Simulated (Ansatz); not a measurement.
# NH3 on the 1x1 (0001) surface of hcp Co, ferromagnetic, one in a 2x2 cell, started at the site 'hollow Co-Co-Co over Co at depth 2.0 Å'

Level of theory: PBE (plane waves to 420 eV, PAW; Ansatz, an electronic-structure program).

Slab: 20 atoms, 6.0 Å thick at the start under the adsorbate (thin: gaps and levels are the slab's own); k 7x7x1, smearing 0.1 eV, dipole-corrected; 8 atoms held, the rest relaxed; symmetry of the start imposed; spin-polarised, no spin-orbit, no U, no dispersion correction. At the end no host atom lies within bonding distance. In PBE this state lies 0.38 eV over the lowest of the starts that converged ('bridge Co-Co (span 2.5 Å)').

| Quantity | Value |
|---|---|
| adsorption energy against NH3(g) | -0.044 eV |
| work function of the top face | 2.62 eV |
| change of the work function | -2.36 eV |
| change of the step from the bottom to the top vacuum level, against the clean slab | -2.36 eV |
| energy released by relaxation | 0.16 eV |
| height of the binding atom over the mean of the host atoms within 0.3 Å of the top one | 2.440 Å |
| magnetic moment of the cell | 26.83 μB |
| nearest host atoms of the binding atom | Co at 2.82 Å, Co at 2.82 Å, Co at 2.82 Å |
| largest move of a host atom | 0.03 Å |
| cost | around 20 core-minutes (rough) |

A negative adsorption energy means that the adsorbate is more stable on the surface than in its reference.
